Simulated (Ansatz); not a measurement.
CuGaSe2: transverse stress against strain

CuGaSe2 (chalcopyrite, I-42d, 21.475 Å³/atom and stress up to 0.01 GPa in the relaxed cell, c along z) under a strain ε along c (axis z), the other axes held. PBEsol in Ansatz, a plane-wave DFT program (PAW, default set), 420 eV, 8×8×8 Γ-centred mesh, Fermi-Dirac smearing 0.05 eV; ions are relaxed, or left where forces stay under 0.02 eV/Å, within the symmetry of each cell. Stress is positive for a compressed cell.

Here s stands for strain and y for stress xx.

| strain (%) | stress xx (GPa) |
|---|---|
| -3.00 | ? |
| -1.50 | 0.91 |
| -0.75 | 0.44 |
| 0.00 | -0.01 |
| 0.75 | -0.43 |
| 1.50 | -0.83 |

### Question
Fit y against s with a straight line, and predict the withheld value at s = -3.00.

### Answer
Means: s 0, y 0.016. About the means, the sum of products is -3.2625 and the sum of squares of s is 5.6250; the slope is their ratio. Least squares gives y = 0.016 - 0.5800·s. Residuals (row less fit): 0.024, -0.011, -0.026, -0.011, 0.024; standard error 0.026 (degrees of freedom: 3). The slope gives the elastic constant C13 = 58 ± 1 GPa (± standard error of the fit, which holds the terms cut off). At the withheld row, y = 0.016 - 0.5800 × (-3.00) = 1.756 GPa. The calculation gives 1.93 GPa, 0.174 GPa above the prediction (6.3 % of the range of y in the table). The row lies outside the fitted rows, so this is an extrapolation. From the scatter of the fitted rows alone, a prediction at this place has a standard error of 0.044 GPa, so the miss is 4.0 times that.

A polynomial of degree 2 through the 8 other runs of the series gives 1.92 there, so most of the miss is curvature that the fit leaves out. Rows are the converged runs of the series near zero and its far end; series whose fitted rows scatter by over a few per cent of the range, as at a crossing or softening among them, aren't shown in this form, nor equations of state whose B0' disagrees with the runs' pressures. Most that stay on the fit to the last digits aren't either.
